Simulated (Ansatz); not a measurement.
Take CdS in the zinc blende structure (space group F-43m, No. 216; a = 5.878 Å) as the base. Axes: x, y, z lie along the cube axes.

Now apply this change: biaxial strain −4.09 %, plane normal [001], relaxed out of plane (Cartesian); in-plane vectors clamped, the third vector and the atoms free.

Levels (all Ansatz, a program for electronic structure, PAW): r2SCAN (500 eV, no spin-orbit coupling); HSE06+SOC (420 eV, spin-orbit coupling included).

The geometry is relaxed with r2SCAN.

| Property | Value |
|---|---|
| r2SCAN lowest conduction level above the VBM at special points | Γ 1.47 eV; N 3.27 eV; X 3.63 eV |
| r2SCAN valence-band top at Γ | 0.00, 0.00, -0.36 eV |

### Question
How does going to HSE06+SOC change the lowest conduction level above the VBM at special points and valence-band top at Γ?

### Answer
The lowest conduction level above the VBM at special points becomes Γ 2.01 eV; N 3.88 eV; X 4.20 eV (r2SCAN: Γ 1.47 eV; N 3.27 eV; X 3.63 eV); the valence-band top at Γ (three highest Kramers pairs, from the VBM) goes from 0.00, 0.00, -0.36 eV to 0.00, -0.03, -0.39 eV.

Single points use the geometry relaxed with r2SCAN. The spin-orbit shifts are approximate. The levels and masses belong to the bands next to the band gap. No phonon test of stability was made. k-point labels follow each cell's own Brillouin zone.
